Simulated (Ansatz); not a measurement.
Work function of faces of hcp Zr in PBE and in r2SCAN, in Ansatz (plane waves, PAW). Symmetric slabs relaxed with PBE from ideal cuts in 1x1 cells (the lowest computed cut and spin start of each face; real faces may reconstruct in larger cells); r2SCAN values are single points on them, with the bulk at the same level. No spin-orbit coupling, no U.

| face | PBE (eV) | r2SCAN (eV) |
|---|---|---|
| (0001) | 4.19 | 4.28 |
| (10-10) | 3.78 | 3.78 |
| (10-11) | 3.85 | ? |
| (10-12) | 3.43 | 3.40 |
| (11-20) | 3.17 | 3.12 |
| (11-21) | 3.40 | 3.36 |
| (11-22) | 3.55 | 3.56 |
| (20-21) | 3.76 | 3.76 |
| (21-30) | 3.34 | 3.32 |

Question: Fit a straight line y = a·x + b by least squares to the 8 complete rows (x: PBE (eV); y: r2SCAN (eV)).

Answer: the means are x̄ = 3.5775 and ȳ = 3.5725; Σ(x − x̄)² = 0.72595 and Σ(x − x̄)(y − ȳ) = 0.81745, so a = 1.126 and b = ȳ − a·x̄ = -0.456. The largest residual is 0.021.

Question: What does the line predict for the withheld row, (10-11), and what did the calculation give?

Answer: the line gives 3.88; the calculation gave 3.85, a miss of -0.03, of the size of the fitted rows' scatter and rounding.

Ansatz is an electronic-structure program.
